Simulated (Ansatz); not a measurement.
The starting structures come from a database of crystals and need not be the phases stable at ambient conditions.

 Where the default PAW files enter, the runs use the earlier of Ansatz's two default sets.

Tunnelling through a barrier is set by its complex band structure: the current falls as exp(−2κd) with the smallest κ.

Here is the system:

```xyz
4
Lattice="3.3461 0.0000 0.0000 0.0000 5.7151 0.0000 0.0000 0.0000 3.9198" Properties=species:S:1:pos:R:3 pbc="T T T"
Sn     0.0000     4.3744     2.0655
Sn     1.6731     1.3406     0.1056
O      0.0000     0.6660     2.8342
O      1.6731     5.0491     0.8743
```

Space group of this cell: Pmn2_1. The cell was relaxed by PBE-D3(BJ); by r2SCAN its mean pressure is -1.7 GPa.

Transport runs along the normal of the first two printed cell vectors.

No gap correction and no spin-orbit coupling; mid-gap values are interpolated between computed energies.

**Question.** State the band gap and the smallest decay constant κ at mid-gap according to r2SCAN (Ansatz, a quantum-chemistry and plane-wave program).

**Answer.** Gap 1.62 eV on a 10×6×8 mesh; κ = 0.232 1/Å, at (0.000, 0.500) of the in-plane reciprocal vectors. At the zone centre, at the nearest computed energy, the slowest state has κ = 0.36 1/Å.
